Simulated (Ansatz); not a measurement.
## Cu3N: response to strain

Base system: Cu3N (space group Pm-3m, No. 221; a = 3.765 Å). Axes: x, y, z lie along the cube axes.

Strains are applied to the cell and any free atomic positions relax; under biaxial strain the out-of-plane vector relaxes too; under stress the whole cell relaxes.

Levels (all Ansatz, a program for electronic structure, PAW, earlier PAW set): PBEsol (420 eV, scalar-relativistic without spin-orbit coupling); PBEsol+SOC (420 eV, noncollinear with spin-orbit coupling); HSE06 (420 eV, spin-orbit coupling left out).

Band gaps by level, all at the geometries relaxed with PBEsol:

```json
[
 {"case": "base", "PBEsol": "zero", "PBEsol+SOC": "zero", "HSE06": "0.79 eV"},
 {"case": "biaxial strain +1.24 %, plane normal [110], relaxed out of plane", "PBEsol": "zero", "PBEsol+SOC": "zero", "HSE06": "–"},
 {"case": "uniaxial strain ε_yy = +2.76 %", "PBEsol": "0.10 eV", "PBEsol+SOC": "zero", "HSE06": "…"},
 {"case": "uniaxial strain ε_zz = +1.48 %", "PBEsol": "0.06 eV", "PBEsol+SOC": "zero", "HSE06": "…"},
 {"case": "uniaxial strain ε_zz = +2.52 %", "PBEsol": "0.09 eV", "PBEsol+SOC": "zero", "HSE06": "…"},
 {"case": "uniaxial stress, 3 GPa tension along x", "PBEsol": "zero", "PBEsol+SOC": "zero", "HSE06": "…"}
]
```

**Question.** Some entries are withheld; estimate them.

**Answer.** 
- uniaxial strain ε_yy = +2.76 %, HSE06: 0.89 eV
- uniaxial strain ε_zz = +1.48 %, HSE06: 0.84 eV
- uniaxial strain ε_zz = +2.52 %, HSE06: 0.88 eV
- uniaxial stress, 3 GPa tension along x, HSE06: 0.82 eV

Single points use the geometry relaxed with PBEsol. HSE06 gaps are upper bounds (no full band path). Differences between runs with and without spin-orbit coupling are approximate. Stability under load was not tested beyond the relaxation. The runs without spin-orbit coupling are not spin-polarised. Gaps under 0.05 eV, about the width of the smearing, are given as zero. A zero or small gap of Cu3N can be the functional's error rather than a property of the material.
